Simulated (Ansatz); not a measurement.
The parent structure is MoS$_{2}$ in the 2H-MoS2 type structure (space group P6_3/mmc, No. 194; a = 3.1090 Å, c = 11.7086 Å; layered, stacked along the Cartesian z axis).

Perturbation: every Mo is replaced by W; the structure is relaxed again.

Levels (all Ansatz, an electronic-structure program, PAW, earlier PAW set): PBEsol-D3(BJ) (420 eV, without spin-orbit coupling); r2SCAN (500 eV, no SOC); HSE06 (420 eV, without spin-orbit coupling); PBEsol+SOC (420 eV, noncollinear with spin-orbit coupling).

At the geometry relaxed with PBEsol-D3(BJ), these levels gave the following band gaps, in shuffled order: (a) 0.81 eV, (b) 1.19 eV, (c) 0.66 eV, (d) 0.62 eV.

Problem. Match each gap to its level.

Solution. (a) r2SCAN; (b) HSE06; (c) PBEsol-D3(BJ); (d) PBEsol+SOC.

Single points use the geometry relaxed with PBEsol-D3(BJ). HSE06 was sampled on its mesh, a few special points and the semilocal edge points, so its gap is an upper bound. The spin-orbit shifts are approximate. With W present, leaving out spin-orbit coupling can change the band edges. Whether these cells are dynamically stable was not tested.
